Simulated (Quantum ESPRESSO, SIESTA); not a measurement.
A Quantum ESPRESSO input for a self-consistent single point of InO (P6_3mc, 4 atoms in the cell) (DFT, PBEsol, plane waves, GBRV 1.5 ultrasoft (PBESOL) pseudopotentials):

```fortran
&CONTROL
   calculation = 'scf',
   outdir = './tmp',
   pseudo_dir = './',
   tprnfor = .true.,
   tstress = .true.,
/
&SYSTEM
   ibrav = 0,
   nat = 4,
   ntyp = 2,
   ecutwfc = 40,
   ecutrho = 200,
   occupations = 'smearing',
   smearing = 'fermi-dirac',
   degauss = 0.0073499,
/
&ELECTRONS
   conv_thr = 1.0d-9,
   mixing_beta = 0.7,
/
ATOMIC_SPECIES
In   114.8180  in_pbesol_v1.4.uspp.F.UPF
O     15.9990  o_pbesol_v1.2.uspp.F.UPF
ATOMIC_POSITIONS {crystal}
In    0.3333333333    0.6666666667    0.0007500000
In    0.6666666667    0.3333333333    0.5007500000
O     0.3333333333    0.6666666667    0.3742600000
O     0.6666666667    0.3333333333    0.8742600000
K_POINTS {automatic}
10 10 6  0 0 0
CELL_PARAMETERS {angstrom}
   3.6898302796     0.0000000000     0.0000000000
  -1.8449151398     3.1954867578     0.0000000000
   0.0000000000     0.0000000000     6.0860700000
```

Problem. Write the same calculation as an input for SIESTA.

Solution. This is the input that was run; spellings and numerical settings could be chosen otherwise.

```
# files in the folder: In.psml O.psml (PseudoDojo PBEsol standard)
SystemName  InO
SystemLabel siesta

NumberOfAtoms                4
NumberOfSpecies              2
%block ChemicalSpeciesLabel
  1 49 In
  2 8 O
%endblock ChemicalSpeciesLabel
LatticeConstant              1.0 Bohr
%block LatticeVectors
     6.972768146    0.000000000    0.000000000
    -3.486384073    6.038595265    0.000000000
     0.000000000    0.000000000   11.501005475
%endblock LatticeVectors
AtomicCoordinatesFormat      Ang
%block AtomicCoordinatesAndAtomicSpecies
    -0.000001845    2.130325732    0.004564553  1
     1.844916845    1.065161268    3.047599553  1
    -0.000001845    2.130325732    2.277772558  2
     1.844916845    1.065161268    5.320807558  2
%endblock AtomicCoordinatesAndAtomicSpecies

XC.functional                GGA
XC.authors                   PBEsol
PAO.BasisSize                TZP
PAO.EnergyShift              0.01 Ry
MeshCutoff                   300 Ry
%block kgrid.MonkhorstPack
   10   0   0  0.0
    0  10   0  0.0
    0   0   6  0.0
%endblock kgrid.MonkhorstPack
OccupationFunction           FD
ElectronicTemperature        1160.45 K

MaxSCFIterations             150
SCF.Mixer.Method             Broyden
SCF.Mixer.Weight             0.1
SCF.Mixer.History            8
SCF.DM.Tolerance             1.0E-05
Diag.ParallelOverK           true
WriteForces                  true
```

Basis settings and potentials, where a program has them, do not carry over. This input uses DFT, GGA PBEsol, numerical atomic orbitals TZP, PseudoDojo PBEsol standard norm-conserving potentials (rewritten from UPF to PSML).

The starting cell comes from a database of computed structures (which also holds hypothetical and non-ambient phases and stackings), without a prior relaxation at this level.
